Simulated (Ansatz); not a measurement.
Rock-salt YAs was calculated with PBEsol (plane waves, PAW; Ansatz, a program for electronic structure).

Run with plane-wave cutoff 520 eV, 16×16×16 k mesh, Fermi–Dirac smearing 0.05 eV, scalar-relativistic PAW data made under PBE.

Cell (relaxed at this level):

```xyz
2
Lattice="0.0000 2.8740 2.8740 2.8740 0.0000 2.8740 2.8740 2.8740 0.0000" Properties=species:S:1:pos:R:3 pbc="T T T"
Y      0.0000     0.0000     0.0000
As     2.8740     2.8740     2.8740
```

Estimate the bulk modulus B0 that the calculation returns.


- bulk modulus B0: 82.6 GPa

The run finds no gap.

Note: the bulk modulus is −V dP/dV from two relaxed cells at ±2 % in volume.

The computed numbers hold no vibrational or temperature effects.

Computing time: roughly 90 core-seconds.
